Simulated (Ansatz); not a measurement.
Take KCl in the rock salt structure (space group Fm-3m, No. 225; a = 6.244 Å) as the base. Axes: x, y, z lie along the cube axes.

Computed with plane-wave PAW DFT at the PBEsol level (Ansatz, a first-principles code, 420 eV), spin-orbit coupling left out.

It is then changed as follows: tensile biaxial strain of 1.80 % in the plane normal to [111], as in epitaxy on a mismatched substrate; the out-of-plane cell vector and the atoms relax.

**Question.** How does this affect the out-of-plane strain, in-plane stress and energy relative to the base?

**Answer.** The out-of-plane strain is -1.92 %; the mean in-plane stress (compression positive) amounts to -0.5 GPa; the energy grows by 1.6 meV/atom.

Stability against distortions was not tested.
